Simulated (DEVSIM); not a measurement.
Structure: Schottky contact on n-type Si, at 250 K.

| layer (left to right) | material | thickness (μm) | Nd (cm⁻³) | τn (s) | τp (s) |
|---|---|---|---|---|---|
| 1 | Si | 6.00 | 1.4e17 | 7e-6 | 7e-6 |

Left contact: Schottky, work function 4.86 eV, emission velocity 4.6e6 cm/s. Right contact: ohmic. Voltage is applied to the left contact. Recombination: SRH at mid-gap, radiative, Auger. Gap narrowing is on: ΔEg = 6.92 meV × (l + √(l² + 0.5)), l = ln(N/1.3e17 cm⁻³), shared equally by both band edges. Mobility is μmin + (μ − μmin)/(1 + (N/Nref)^α).

Constants are typed, rounded textbook-type inputs, not results; the design itself was drawn at random and stands for no fabricated device. Values at 300 K; Nc and Nv go as T^1.5, mobilities as T to minus their exponent, the gap by Varshni's rule with the affinity fixed.

```tsv
parameter	Si
gap (eV)	1.124
affinity (eV)	4.05
permittivity	11.7
Nc (cm⁻³)	2.86e19
Nv (cm⁻³)	3.1e19
μn (cm²/Vs)	1417
μp (cm²/Vs)	470
μn,min	52
μp,min	45
Nref,n	9.7e16
Nref,p	2.2e17
αn	0.68
αp	0.72
T exponent of μn	2.3
T exponent of μp	2.2
B (cm³/s)	4.7e-15
Cn (cm⁶/s)	2.8e-31
Cp (cm⁶/s)	9.9e-32
Varshni α (eV/K)	0.000473
Varshni β (K)	636
```

DEVSIM, 1D drift-diffusion, Boltzmann statistics, complete ionisation; no tunnelling, impact ionisation, image-force lowering or self-heating. Metal contacts follow the ideal Schottky-Mott rule: no Fermi-level pinning, no interface dipoles.

Task: Tabulate band edges, carrier densities and field at zero bias.

Result: Energies count from the Fermi level of the right contact; mesh points crowd at the junctions.

| x (μm) | Ec (eV) | Ev (eV) | n (cm⁻³) | p (cm⁻³) | field (V/cm) |
|---|---|---|---|---|---|
| 0.000 | 0.807 | -0.323 | 1200 | 7.1e12 | -170000 |
| 0.01208 | 0.616 | -0.514 | 8200000 | 1.0e9 | -150000 |
| 0.03244 | 0.366 | -0.765 | 9.2e11 | 8900 | -100000 |
| 0.06071 | 0.166 | -0.964 | 9.6e15 | < 1e2 | -40000 |
| 0.1255 | 0.109 | -1.022 | 1.4e17 | < 1e2 | -150 |
| 0.2094 | 0.109 | -1.022 | 1.4e17 | < 1e2 | ≈ 0 |
| 0.3261 | 0.109 | -1.022 | 1.4e17 | < 1e2 | ≈ 0 |
| 0.5932 | 0.109 | -1.022 | 1.4e17 | < 1e2 | ≈ 0 |
| 0.9014 | 0.109 | -1.022 | 1.4e17 | < 1e2 | ≈ 0 |
| 1.421 | 0.109 | -1.022 | 1.4e17 | < 1e2 | ≈ 0 |
| 2.142 | 0.109 | -1.022 | 1.4e17 | < 1e2 | ≈ 0 |
| 3.554 | 0.109 | -1.022 | 1.4e17 | < 1e2 | ≈ 0 |
| 4.442 | 0.109 | -1.022 | 1.4e17 | < 1e2 | ≈ 0 |
| 4.969 | 0.109 | -1.022 | 1.4e17 | < 1e2 | ≈ 0 |
| 5.425 | 0.109 | -1.022 | 1.4e17 | < 1e2 | ≈ 0 |
| 5.625 | 0.109 | -1.022 | 1.4e17 | < 1e2 | ≈ 0 |
| 5.768 | 0.109 | -1.022 | 1.4e17 | < 1e2 | ≈ 0 |
| 5.854 | 0.109 | -1.022 | 1.4e17 | < 1e2 | ≈ 0 |
| 5.927 | 0.109 | -1.022 | 1.4e17 | < 1e2 | ≈ 0 |
| 5.962 | 0.109 | -1.022 | 1.4e17 | < 1e2 | ≈ 0 |
| 5.983 | 0.109 | -1.022 | 1.4e17 | < 1e2 | ≈ 0 |
| 6.000 | 0.109 | -1.022 | 1.4e17 | < 1e2 | ≈ 0 |
